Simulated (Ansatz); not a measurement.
Base system: MgSe in the rock salt structure (space group Fm-3m, No. 225; a = 5.450 Å).

The values are results of PBEsol/PAW in Ansatz (a first-principles code), no SOC, not measurements.

Base values:

The valley order is X along ⟨100⟩ 1.78 eV; Γ 2.50 eV. The width of the top valence band comes out as 2.57 eV.

One thing is altered: an isotropic linear strain of +2.00 %; the atoms relax in the strained cell.

What happens to the valley order?

The valley order (the lowest conduction-band minima on the path, energy above the VBM, named in the base's zone) becomes X along ⟨100⟩ 1.68 eV; Γ 2.13 eV (base: X along ⟨100⟩ 1.78 eV; Γ 2.50 eV).

What does the calculation give for the width of the top valence band after the change?

The width of the top valence band decreases by 0.17 eV to 2.40 eV.

Estimate the effect on the mean gap deformation potential ΔEg/Δln V.

The mean gap deformation potential ΔEg/Δln V is -1.6 eV.

No phonon test of stability was made.
